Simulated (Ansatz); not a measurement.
The reference is MgSe in the rock salt structure (space group Fm-3m, No. 225; a = 5.450 Å).

Levels (all Ansatz, an electronic-structure program, PAW): PBEsol (420 eV, no SOC); PBEsol+SOC (420 eV, spin-orbit coupling included).

The geometry is relaxed with PBEsol.

| Quantity | Result |
|---|---|
| PBEsol electron mass | 0.49 mₑ along k, 0.23 mₑ across (at X) |
| PBEsol lowest conduction level above the VBM at special points | X 1.78 eV; Γ 2.50 eV; U 3.00 eV; K 3.00 eV |
| PBEsol valence-band top at Γ | 0.00, 0.00, 0.00 eV |
| PBEsol width of the top valence band | 2.57 eV |

Task: Predict the electron mass, lowest conduction level above the VBM at special points, valence-band top at Γ and width of the top valence band from PBEsol+SOC.

Result: The electron mass stays 0.49 mₑ along k, 0.23 mₑ across (at X); the lowest conduction level above the VBM at special points changes from X 1.78 eV; Γ 2.50 eV; U 3.00 eV; K 3.00 eV to X 1.64 eV; Γ 2.37 eV; U 2.86 eV; K 2.86 eV; the valence-band top at Γ (three highest Kramers pairs, from the VBM) becomes 0.00, 0.00, -0.43 eV (PBEsol: 0.00, 0.00, 0.00 eV); the width of the top valence band rises by 0.13 eV, from 2.57 eV to 2.70 eV. The threefold valence maximum splits by Δso ≈ 0.43 eV.

Single points use the geometry relaxed with PBEsol. The spin-orbit shifts are approximate. The levels and masses belong to the bands next to the band gap. Masses are band curvatures over ±0.01 Å⁻¹ around the edge. Along k means along the line from Γ to the band edge. Stability against distortions was not tested.
